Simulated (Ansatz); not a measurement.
Start from Cs2AgBiBr6 (space group Fm-3m, No. 225).

```
CELL_PARAMETERS angstrom
      0.00000     5.59369     5.59369
      5.59369     0.00000     5.59369
      5.59369     5.59369     0.00000
ATOMIC_POSITIONS crystal
  Bi 0.00000 0.00000 0.00000
  Ag 0.50000 0.50000 0.50000
  Cs 0.25000 0.25000 0.25000
  Cs 0.75000 0.75000 0.75000
  Br 0.25391 0.74609 0.25391
  Br 0.25391 0.74609 0.74609
  Br 0.74609 0.25391 0.74609
  Br 0.74609 0.25391 0.25391
  Br 0.25391 0.25391 0.74609
  Br 0.74609 0.74609 0.25391
```

Cartesian axes are those of the cell as printed.

The values are results of Ansatz (a quantum-chemistry and plane-wave program) PBEsol, spin-orbit coupling left out, not measurements.

For the base:

The pressure is 0.00 GPa and the smallest direct gap comes out as 2.23 eV.

It is then changed as follows: biaxial strain +1.25 %, plane normal [111], relaxed out of plane (Cartesian); in-plane vectors clamped, the third vector and the atoms free.

**Question.** What does the calculation give for the pressure after the change?

**Answer.** The pressure (mean of the normal stresses, compression positive) goes from zero to -0.26 GPa.

**Question.** What does the calculation give for the smallest direct gap after the change?

**Answer.** The smallest direct gap drops by 0.05 eV, from 2.23 eV to 2.18 eV.

**Question.** What does the calculation give for the energy relative to the base after the change?

**Answer.** The energy goes up by 1.1 meV/atom.

**Question.** Estimate the effect on the ratio −ε⊥/ε∥.

**Answer.** The ratio −ε⊥/ε∥ amounts to 1.20.

With Bi present, leaving out spin-orbit coupling can change the band edges. Stability against distortions was not tested.
